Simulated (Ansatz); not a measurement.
Take AlP in the zinc blende structure (space group F-43m, No. 216; a = 5.508 Å) as the base.

Calculations: Kohn–Sham DFT with the PBE functional, run in Ansatz (an electronic-structure program) with PAW and 420 eV plane waves, scalar-relativistic without spin-orbit coupling.

Before the change:

```
Quantity                               Result
----------------------------  ---------------
Gap between the host's bands          1.63 eV
Gap character                 indirect, Γ → X
```

It is then changed as follows: hole doping at 2.0×10^21 cm⁻³ (0.0835 per cell), with a uniform compensating background at fixed cell and a 300 K Fermi–Dirac width.

### Question
Estimate the effect on the gap between the host's bands.

### Answer
The gap between the host's bands goes up by 0.075 eV, from 1.63 eV to 1.71 eV.

### Question
Estimate the effect on the gap character.

### Answer
The gap character is still indirect, Γ → X.

Charged cell with a jellium background: band edges are those of the host's band count, energies are not comparable with the neutral cell, and many-body gap narrowing is missing. Whether these cells are dynamically stable was not tested.
